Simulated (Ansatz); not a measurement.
The parent structure is PbTe in the rock salt structure (space group Fm-3m, No. 225; a = 6.534 Å). Axes: x, y, z lie along the cube axes.

Level of theory: r2SCAN (Ansatz, a first-principles code, PAW, no spin-orbit coupling).

Before the change:

| Property | Value |
|---|---|
| Valley order | L along ⟨111⟩ 1.09 eV; a point along ⟨110⟩, about 0.5 Å⁻¹ from Γ 1.61 eV; a point along ⟨100⟩, about 0.3 Å⁻¹ from Γ 2.01 eV |

The change: tensor shear ε_xy = +0.57 % (engineering shear γ = 0.0114), atoms relaxed at fixed cell.

Problem. What does the calculation give for the stress, valley order and energy relative to the base after the change?

Solution. The stress (xx, yy, zz, yz, xz, xy; compression positive) amounts to (0.01, 0.01, 0.00, 0.00, 0.00, -0.18) GPa; the valley order (the lowest conduction-band minima on the path, energy above the VBM, named in the base's zone) becomes L along [1-11] 1.03 eV; L along [111] 1.09 eV; a point along [1-10], about 0.5 Å⁻¹ from Γ 1.53 eV; a point along [110], about 0.6 Å⁻¹ from Γ 1.63 eV (base: L along ⟨111⟩ 1.09 eV; a point along ⟨110⟩, about 0.5 Å⁻¹ from Γ 1.61 eV; a point along ⟨100⟩, about 0.3 Å⁻¹ from Γ 2.01 eV); the energy hardly moves.

Spin-orbit coupling, missing from the scalar runs, can matter with Pb and Te. The levels and masses belong to the bands next to the band gap. The cells carry an imposed strain or load. No phonon test of stability was made.
